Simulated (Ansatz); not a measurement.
Cell and atoms of amorphous Si30C12N24:

```
C2N4Si5
1.0
    9.13623    -0.07727     0.09575
   -0.07727     9.23355    -0.66035
    0.09575    -0.66035     9.26285
Si C N
30 12 24
Cartesian
  7.33684   0.91963   6.09728
  9.00643   0.75163   3.57950
  5.88946   6.04307   1.91677
  2.57242   4.08547   7.72025
  4.77169   1.35760   4.29710
  0.26493   3.71246   3.84199
  5.10110   7.92298   4.89402
  6.85530   5.37789   4.40531
  0.26472   5.67668   8.10914
  6.63471   6.94955   8.60856
  7.65599   7.69020   3.62955
  2.97431   5.84189   5.80153
  2.43787   6.71278   0.67677
  2.91546   5.44211   3.32137
  2.00530   1.69276   5.63070
  3.04474   1.21152   8.62480
  6.30558   0.13637   1.69229
  6.99473   4.02388   8.12919
  4.43956   7.76644   2.65550
  3.53911   8.09542   7.56714
  8.37672   3.22786   6.24862
  0.11882   8.64552   0.88053
  4.11238   3.76930   1.12245
  4.84432   5.84907   8.12100
  4.78424   3.07743   6.60374
  8.53947   8.56383   7.62322
  1.48931   3.83030   1.24316
  6.05066   1.07700   8.66446
  8.29495   2.16681   1.19822
  2.74956   1.06864   2.56270
  8.78091   3.72187   8.54410
  8.80937  -0.04638   5.24234
  2.63383   4.92029   0.29332
  1.02347  -0.31251   7.26626
  7.67924   8.80990   2.11123
  0.92199   0.20154   6.01163
  2.99559   2.36896   7.11750
  5.22233   3.07035   4.78801
  2.69491   2.38231   1.21735
  4.67353   4.70968   2.80678
  5.35514   4.27062   4.04390
  6.02177   5.88481   0.08644
  2.16826  -0.21054   8.09988
  7.38946   6.04242   2.85358
  8.77571   2.35674   2.88513
  3.03702   1.39904   4.24425
  4.53840   0.27044   8.59994
  4.10298   4.76503   6.91665
  8.92271   0.63594   0.56081
  6.60427   7.06866   4.99142
  5.68298   0.41176   5.46529
  8.21333   4.44689   4.92403
  4.68098   0.30438   2.68977
  2.90865   6.94715   2.35228
  1.30249   0.14770   2.65804
  1.48116   4.51287   2.89598
  5.88771   2.62282   7.88291
  8.19837   6.85987   7.86656
  1.64202   5.41555   6.95430
  7.26029   0.24232   7.70907
  9.05574   3.59749   0.49077
  3.84315   7.36266   6.01395
  0.78815   2.84612   5.24744
  0.81033   7.16807   0.28690
  3.49026   7.52402  -0.46749
  6.57778   1.79859   1.04070
```

Methods: PBE, scalar-relativistic without spin-orbit coupling (Ansatz, an electronic-structure program); r2SCAN, scalar-relativistic without spin-orbit coupling (Ansatz); HSE06, scalar-relativistic without spin-orbit coupling (Ansatz). Neutral PBE cell, which sets geometry, pressure and energy: sampling: a 2×2×2 Γ-centred mesh; Fermi-Dirac width 0.02 eV; no spin polarisation. Exact exchange is cut at the faces of this 9 Å cell, which leaves hybrid gaps a finite-size error.

Preparation: random packing, a CHGNet melt and quench, and a DFT relaxation. N atoms were pushed apart under 1.9 Å during the dynamics, to hinder bonds among them. The hot cell started wider than the set density and was brought back towards it in steps. It is the lowest in DFT energy of 2 quenches. It is a model cell: composition and starting density were chosen by hand, and all elements were melted together. No dispersion term was used. Its density started from a set value of 2.83 and ended at 2.83 g/cm³. The simulated quench (nominally 120 K/ps over its main leg) is rapid and tends to freeze in more defects than a deposited or slowly cooled glass has. Values belong to this one cell and scatter from quench to quench. The volume was held where the preparation left it and the shape relaxed.

Q: Give the pressure, the energy against reference phases and the spacing of the highest filled and lowest empty levels.

A: 
```json
{
  "Pressure on a 2×2×2 Γ-centred mesh": "-1.04 GPa",
  "Largest force and stress component on that mesh (the relaxation ran on the zone centre alone)": "0.21 eV/Å and 1.4 GPa",
  "Energy relative to beta Si3N4 + 6H silicon carbide (lowest mix at this level among the phases computed, not always the ambient ones)": "0.482 eV/atom",
  "Level gap on a 2×2×2 Γ-centred mesh (PBE)": "0.54 eV",
  "Level gap at the zone centre (PBE)": "0.81 eV",
  "Level gap at the zone centre (r2SCAN)": "0.90 eV",
  "Level gap at the zone centre (HSE06)": "1.32 eV",
  "Distance between the nearest levels spread over more than a fifth of the atoms or a third of the atoms of their main element (six at least) (PBE, zone centre)": "1.37 eV"
}
```

Q: At PBE and the zone centre, how localised are the states just below and above the Fermi level (participation number: the atoms over which a state spreads)?

A: The highest filled state is spread over 9.3 atoms' worth, largest on Si23, with weights by element (charge in smoothed Voronoi cells) Si 0.50, C 0.30, N 0.20. The lowest empty state is spread over 12.7 atoms' worth, largest on C41, with weights by element (charge in smoothed Voronoi cells) C 0.46, Si 0.38, N 0.16.

At PBE the levels at the filled edge of the gap are localised (band-tail or defect states), and the nearest spread-out levels lie 1.4 eV apart at the zone centre.

Bonds are counted up to Si-Si 2.60 Å, Si-C 2.19 Å, Si-N 2.20 Å, C-C 1.78 Å, C-N 1.76 Å, N-N 1.70 Å. Two cations that share two anions don't count as bonded, nor two that share one unless they lie closer than Si-Si 2.38 Å, Si-C 2.00 Å, C-C 1.63 Å.

Added carriers, by PBE, scalar-relativistic without spin-orbit coupling run with Ansatz on the zone centre alone. Charged cells keep the cell fixed and stand in a uniform background, with no image correction, at a width of 0.01 eV; where the count is odd the moment is locked at 1 μB, unless the neutral cell bore moments. Each starts from the undistorted neutral geometry alone. PBE's self-interaction favours spread-out carriers, so it can miss traps that a hybrid finds.

Q: What happens at PBE when the cell takes an extra electron and the atoms relax?

A: Relaxation lowers the charged cell by 0.17 eV. The largest moves are C38 0.07 Å, N57 0.06 Å, C40 0.05 Å, Si23 0.04 Å. The level that holds the added charge spreads over 12.6 atoms' worth, most on C41 (weight 0.22): a partly localised carrier. No bond crosses its cut-off with a change of over 0.15 Å. Made neutral again at that geometry, the cell lies +0.18 eV from the neutral start.

Q: What happens at PBE when the cell takes a hole and the atoms relax?

A: Relaxation lowers the charged cell by 0.19 eV. The largest moves are N57 0.10 Å, Si23 0.09 Å, C39 0.05 Å, Si14 0.04 Å. The level that was emptied spreads over 11.8 atoms' worth, most on Si23 (weight 0.22): a partly localised carrier. No bond crosses its cut-off with a change of over 0.15 Å. Made neutral again at that geometry, the cell lies +0.18 eV from the neutral start.
